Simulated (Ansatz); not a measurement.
Consider Al2O3 in the corundum structure (space group R-3c, No. 167).

```cif
data_Al4O6
_chemical_formula_sum 'Al4 O6'
_space_group_name_H-M_alt 'P 1'
_space_group_IT_number 1
_cell_length_a 5.13970
_cell_length_b 5.13970
_cell_length_c 5.13970
_cell_angle_alpha 55.343
_cell_angle_beta 55.343
_cell_angle_gamma 55.343
loop_
_space_group_symop_operation_xyz
  'x, y, z'
loop_
_atom_site_label
_atom_site_type_symbol
_atom_site_fract_x
_atom_site_fract_y
_atom_site_fract_z
_atom_site_occupancy
Al1 Al 0.64792 0.64792 0.64792 1
Al2 Al 0.14792 0.14792 0.14792 1
Al3 Al 0.35208 0.35208 0.35208 1
Al4 Al 0.85208 0.85208 0.85208 1
O1 O 0.75000 0.44414 0.05586 1
O2 O 0.05586 0.75000 0.44414 1
O3 O 0.25000 0.55586 0.94414 1
O4 O 0.55586 0.94414 0.25000 1
O5 O 0.94414 0.25000 0.55586 1
O6 O 0.44414 0.05586 0.75000 1
```

The values are results of PBEsol/PAW in Ansatz (a quantum-chemistry and plane-wave program), no spin-orbit coupling, not measurements.

Base values:

The electron mass is 0.40 mₑ along c, 0.37 mₑ across (at Γ) and the band gap is 6.03 eV.

One thing is altered: every lattice vector is shortened by 2.25 %; the atoms relax in the strained cell.

### Question
Estimate the effect on the electron mass and band gap.

### Answer
The electron mass becomes 0.44 mₑ along c, 0.40 mₑ across (at Γ) (base: 0.40 mₑ along c, 0.37 mₑ across (at Γ)); the band gap grows by 0.86 eV, from 6.03 eV to 6.89 eV.

Effective masses come from finite differences of ±0.01 Å⁻¹. No phonon test of stability was made.
